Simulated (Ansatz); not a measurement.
HfO2: response to strain

Take HfO₂ in the fluorite structure (space group Fm-3m, No. 225; a = 5.059 Å) as the base. Axes: x, y, z lie along the cube axes.

Strains are applied to the cell and any free atomic positions relax.

Computed with r2SCAN (Ansatz, a program for electronic structure, PAW, no spin-orbit coupling), earlier PAW set.

Candidates:
(a) uniaxial strain ε_xx = −4.68 %
(b) tensor shear ε_xz = −0.71 %
(c) isotropic strain −0.69 %

Notes on the quantities. energy relative to the base: free energy F.

### Question
Order them by energy relative to the base, lowest first.

### Answer
(b) tensor shear ε_xz = −0.71 % (+0.5 meV/atom), (c) isotropic strain −0.69 % (+4.0 meV/atom), (a) uniaxial strain ε_xx = −4.68 % (+47 meV/atom)

No phonon test of stability was made. This is not the structure that HfO2 has at room temperature and ambient pressure.
